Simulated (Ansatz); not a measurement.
Base system: PbSe in the rock salt structure (space group Fm-3m, No. 225; a = 6.178 Å). Axes: x, y, z lie along the cube axes.

Level of theory: r2SCAN (Ansatz, a quantum-chemistry and plane-wave program), no SOC, earlier PAW set.

A first run, uniaxial strain ε_xx = −1.19 %, gives secant values C11 ≈ 140 GPa and C12 ≈ 13 GPa from its stress. A second run applies biaxial strain +1.26 %, plane normal [001], relaxed out of plane.

Question: What does linear elasticity predict for −ε⊥/ε∥ in the second run, and what does the run give?

Answer: Linear elasticity: 2 C12/C11 = 0.19. The run gives 0.21; any difference comes from nonlinear terms at these strains and numerical noise.

Whether these cells are dynamically stable was not tested.
